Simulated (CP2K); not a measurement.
**Worked example: self-consistent single point of CdCu₂GeSe₄ (I-42m, 8 atoms in the cell) in CP2K**

Method: LDA (Pade form), GPW, DZVP-MOLOPT-SR-GTH basis, GTH-PADE potentials (GTH_POTENTIALS) in CP2K 2026.2.

Input as run:

```
&GLOBAL
  PROJECT bulk
  RUN_TYPE ENERGY_FORCE
  PRINT_LEVEL LOW
&END GLOBAL
&FORCE_EVAL
  METHOD Quickstep
  STRESS_TENSOR ANALYTICAL
  &DFT
    BASIS_SET_FILE_NAME BASIS_MOLOPT
    POTENTIAL_FILE_NAME GTH_POTENTIALS
    &QS
      METHOD GPW
      EPS_DEFAULT 1E-11
    &END QS
    &MGRID
      CUTOFF 600
      REL_CUTOFF 60
      NGRIDS 5
    &END MGRID
    &SCF
      SCF_GUESS ATOMIC
      EPS_SCF 1E-7
      MAX_SCF 100
      ADDED_MOS 11
      &DIAGONALIZATION
        ALGORITHM STANDARD
      &END DIAGONALIZATION
      &MIXING
        METHOD BROYDEN_MIXING
        ALPHA 0.3
        NBUFFER 10
        BETA 1
      &END MIXING
      &SMEAR ON
        METHOD MARZARI_VANDERBILT
        SIGMA [eV] 0.136
      &END SMEAR
    &END SCF
    &KPOINTS
      SCHEME MONKHORST-PACK 4 4 4
      GAMMA_CENTERED T
    &END KPOINTS
    &XC
      &XC_FUNCTIONAL PADE
      &END XC_FUNCTIONAL
    &END XC
    &PRINT
      &MO
        EIGENVALUES T
        OCCUPATION_NUMBERS T
        NDIGITS 8
        FILENAME mo
        &EACH
          QS_SCF 0
        &END EACH
        ADD_LAST NUMERIC
      &END MO
      &MULLIKEN OFF
      &END MULLIKEN
    &END PRINT
  &END DFT
  &SUBSYS
    &CELL
      A 6.97872700 0.00000000 0.00000000
      B 2.08834200 6.65893800 0.00000000
      C -4.53353400 -3.32946900 4.13089900
      PERIODIC XYZ
    &END CELL
    &COORD
      Cd       0.00000000     0.00000000     0.00000000
      Cu       3.48936375     0.00000000     2.06544950
      Cu       1.04417125     3.32946900     2.06544950
      Ge       4.53353450     3.32946900     0.00000000
      Se       4.63569620     5.77789391     0.00000000
      Se      -1.23448118    -0.90661441     2.21796229
      Se       6.90033569     2.69427290     0.00000000
      Se       3.29905329     2.42285459     1.91293671
    &END COORD
    &KIND Cd
      BASIS_SET DZVP-MOLOPT-SR-GTH-q12
      POTENTIAL GTH-PADE-q12
    &END KIND
    &KIND Cu
      BASIS_SET DZVP-MOLOPT-SR-GTH-q11
      POTENTIAL GTH-PADE-q11
    &END KIND
    &KIND Ge
      BASIS_SET DZVP-MOLOPT-SR-GTH-q4
      POTENTIAL GTH-PADE-q4
    &END KIND
    &KIND Se
      BASIS_SET DZVP-MOLOPT-SR-GTH-q6
      POTENTIAL GTH-PADE-q6
    &END KIND
  &END SUBSYS
  &PRINT
    &FORCES ON
    &END FORCES
    &STRESS_TENSOR ON
    &END STRESS_TENSOR
  &END PRINT
&END FORCE_EVAL
```

The program printed (abridged):

```
 GLOBAL| Method name                                                        CP2K
 GLOBAL| Project name                                                       bulk
 GLOBAL| Run type                                                   ENERGY_FORCE

 TOTAL NUMBERS AND MAXIMUM NUMBERS

  Total number of            - Atomic kinds:                                   4
                             - Atoms:                                          8
                             - Shell sets:                                     8
                             - Shells:                                        46
                             - Primitive Cartesian functions:                 37
                             - Cartesian basis functions:                    160
                             - Spherical basis functions:                    140

  Maximum angular momentum of- Orbital basis functions:                        3
                             - Local part of the GTH pseudopotential:          0
                             - Non-local part of the GTH pseudopotential:      4

 SCF PARAMETERS         Density guess:                                    ATOMIC
                        max_scf:                                             100
                        max_diis:                                              4
                        eps_scf:                                        1.00E-07
                        eps_diis:                                       1.00E-01
                        eps_eigval:                                     1.00E-05
                        level_shift [a.u.]:                             0.000000
                        added MOs                                        11    0
                        Mixing method:                            BROYDEN_MIXING
                                                charge density mixing in g-space
                        Smear method:                         MARZARI_VANDERBILT
                        Smearing width (sigma) [a.u.]:                  5.00E-03
                        Accuracy threshold:                             1.00E-10
                        No outer SCF

 Extrapolation method: initial_guess

 Number of electrons:                                                         62
 Number of occupied orbitals:                                                 31
 Number of molecular orbitals:                                                42

 Number of orbital functions:                                                140
 Number of independent orbital functions:                                    140

 SCF WAVEFUNCTION OPTIMIZATION

  Step     Update method      Time    Convergence         Total energy    Change
     1 NoMix/Diag. 0.30E+00      -     1.36119170      -184.4048488537 -1.84E+02
     2 Broy./Diag. 0.30E+00      -     0.55900347      -187.4775478985 -3.07E+00
     3 Broy./Diag. 0.30E+00      -     0.08321383      -183.8999630745  3.58E+00
     4 Broy./Diag. 0.30E+00      -     0.17031530      -184.2709264535 -3.71E-01
     5 Broy./Diag. 0.30E+00      -     0.05282894      -184.6725903737 -4.02E-01
     6 Broy./Diag. 0.30E+00      -     0.00507913      -184.1665477086  5.06E-01
     7 Broy./Diag. 0.30E+00      -     0.00753579      -184.2023054632 -3.58E-02
   [... 5 lines left out ...]
    13 Broy./Diag. 0.30E+00      -     0.00000331      -184.2626048646  1.98E-04
    14 Broy./Diag. 0.30E+00      -     0.00000391      -184.2625421585  6.27E-05
    15 Broy./Diag. 0.30E+00      -     0.00000029      -184.2625218386  2.03E-05
    16 Broy./Diag. 0.30E+00      -     0.00000061      -184.2625304573 -8.62E-06
    17 Broy./Diag. 0.30E+00      -     0.00000009      -184.2625329547 -2.50E-06

  *** SCF run converged in    17 steps ***

  Electronic density on regular grids:        -61.9999999969        0.0000000031
  Core density on regular grids:               61.9999999990       -0.0000000010
  Total charge density on r-space grids:        0.0000000021
  Total charge density g-space grids:           0.0000000021

  Overlap energy of the core charge distribution:               0.00000005525362
  Self energy of the core charge distribution:               -290.67175026384240
  Core Hamiltonian energy:                                     86.59156115659988
  Hartree energy:                                              50.81115112156666
  Exchange-correlation energy:                                -30.99395771708356
  Smearing free energy correction:                              0.00046269303455
  Fermi energy:                                                 0.12609464932825

  Total energy:                                              -184.26253295469130

 ENERGY| Total FORCE_EVAL ( QS ) energy [hartree]           -184.262532200755174

 FORCES| Atomic forces [hartree/bohr]
 FORCES|   Atom     x               y               z               |f|
 FORCES|      1  6.93491239E-09  6.81108296E-09 -1.14624057E-08   1.50289922E-08
 FORCES|      2  4.72751569E-09  9.45991523E-13 -9.45919699E-09   1.05747725E-08
 FORCES|      3  6.10841706E-09  1.81202873E-09 -1.64269707E-09   6.57986784E-09
 FORCES|      4 -1.92968117E-10  1.85262184E-11 -9.32521333E-09   9.32722807E-09
 FORCES|      5  2.51606056E-05  1.27704183E-04  9.30898278E-09   1.30159189E-04
 FORCES|      6 -7.72690869E-05 -5.67522362E-05 -8.80290524E-05   1.30155454E-04
 FORCES|      7  1.29370521E-04 -1.42066248E-05  2.43092500E-09   1.30148223E-04
 FORCES|      8 -7.72796469E-05 -5.67539859E-05  8.80490991E-05   1.30176045E-04
 FORCES| Sum    -2.91222866E-11 -2.13372381E-11 -1.02901299E-10
 FORCES| Total atomic force                                       1.09050735E-10

 STRESS| Analytical stress tensor [bar]
 STRESS|                        x                   y                   z
 STRESS|      x       -4.58737306766E+04   1.54858272349E+03  -5.03420033167E-02
 STRESS|      y        1.54858272349E+03  -4.68449843222E+04  -1.46609663117E-02
 STRESS|      z       -5.03420033167E-02  -1.46609663117E-02  -4.79822230409E+04
 STRESS| 1/3 Trace                                            -4.69003126799E+04
```

The run converged in 17 iterations.

The starting cell comes from a database of computed structures (which also holds hypothetical and non-ambient phases and stackings), without a prior relaxation at this level. Its lattice was rescaled by a random factor within 2.5 % of one. Spin polarisation is off. Values carry the incompleteness of an atom-centred basis. With a pressure of about -5 GPa the cell is away from its equilibrium volume at this level. The run gives no clean gap (levels at the Fermi energy touch, overlap or are partly filled at this smearing), which alone does not show that the compound is a metal.

Cost on one core of a shared machine: roughly 90 s.
